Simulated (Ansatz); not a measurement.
BP (F-43m), HSE06, rigid bands (Ansatz, a first-principles code): band gap 1.95 eV, N_c = 3.80e19 cm⁻³ and N_v = 3.52e19 cm⁻³ at 300 K, conductivity masses of 0.315 mₑ (electrons) and 0.369 mₑ (holes). Take k_BT = 0.02585 eV.

Problem. Find the intrinsic carrier density and the intrinsic Fermi level.

Solution. n_i = √(N_c N_v) exp(−E_g/2k_BT) = 3.66e19 × exp(−37.71) = 1.5e3 cm⁻³. The level lies (k_BT/2) ln(N_v/N_c) = -1 meV from mid-gap (positive towards the conduction band). Each 0.1 eV added to the gap lowers n_i by a factor of 6.9.

Problem. What thermal injection velocity √(2k_BT/πm) limits a ballistic channel?

Solution. 9.59e6 cm/s for electrons and 8.86e6 cm/s for holes, a ratio of √(m_h/m_e) = 1.08, for dilute carriers.

Problem. A film of it is 5 nm thick. Estimate the confinement energies in an infinite well.

Solution. ħ²π²/(2m t²) = 0.376 eV·nm²/(m/mₑ × t²) gives 47.7 meV for electrons and 40.8 meV for holes, so the gap would widen to about 2.04 eV. Finite barriers and nonparabolic bands lower this, and with several valleys or bands the heaviest mass along the normal sets the lowest level, not this average.

Rigid, parabolic bands with the computed gap; masses take one relaxation time for all states. Spin-orbit coupling is left out; where it splits the top of the valence band, N_v and the p-type Seebeck coefficient come out somewhat high without it. Geometry: cell and atoms relaxed with PBEsol.
